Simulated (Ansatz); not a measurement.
# Response to strain in TiSi2

The reference is TiSi2 (space group Fddd, No. 70; a = 4.7791 Å, b = 8.2295 Å, c = 8.5206 Å). Axes: x, y, z lie along a, b, c of the conventional cell.

Strains are applied to the cell and any free atomic positions relax.

Computed with r2SCAN, PAW, 500 eV (Ansatz, an electronic-structure program; scalar-relativistic without spin-orbit coupling).

Candidates:
(a) tensor shear ε_yz = +0.81 %
(b) strain tensor (xx, yy, zz, yz, xz, xy) = (−0.51, +1.13, −0.09, +0.75, +2.19, −1.65) %
(c) isotropic strain −5.34 %

Notes on the quantities. energy relative to the base: free energy F.

Q: Order them by energy relative to the base, highest first.

A: (c) isotropic strain −5.34 % (+0.202 eV/atom), (b) strain tensor (xx, yy, zz, yz, xz, xy) = (−0.51, +1.13, −0.09, +0.75, +2.19, −1.65) % (+18 meV/atom), (a) tensor shear ε_yz = +0.81 % (+0.9 meV/atom)

Without a gap, meshes like the base's 13×13×13 leave anisotropic stresses uncertain by several tenths of a GPa, and small strain energies with them. Stability against distortions was not tested. The final runs are not spin-polarised.
